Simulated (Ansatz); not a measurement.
**Response to strain in Mo**

Consider Mo in the bcc (W type) structure (space group Im-3m, No. 229; a = 3.130 Å; relaxed with 0.1 eV smearing). Axes: x, y, z lie along the cube axes.

Strains are applied to the cell and any free atomic positions relax; under biaxial strain the out-of-plane vector relaxes too.

Level of theory: PBEsol, PAW, 420 eV (Ansatz, a quantum-chemistry and plane-wave program; no spin-orbit coupling).

```csv
"biaxial strain, plane normal [001], relaxed out of plane (%)",out-of-plane strain (%)
0,0.00
0.5,-0.35
1,-0.69
1.5,?
2,-1.35
2.5,-1.67
3,-1.99
```

Q: Fit ε⊥ = −νε + γε² (strains in %) to the rows shown and predict the withheld row.

A: Least squares on the printed values gives ν = 0.70 (the biaxial Poisson response) and γ = 0.013 (largest residual 0.00 %); this predicts -1.02 %, and the run gives -1.02 %, in agreement.

No phonon test of stability was made. The final runs are not spin-polarised.
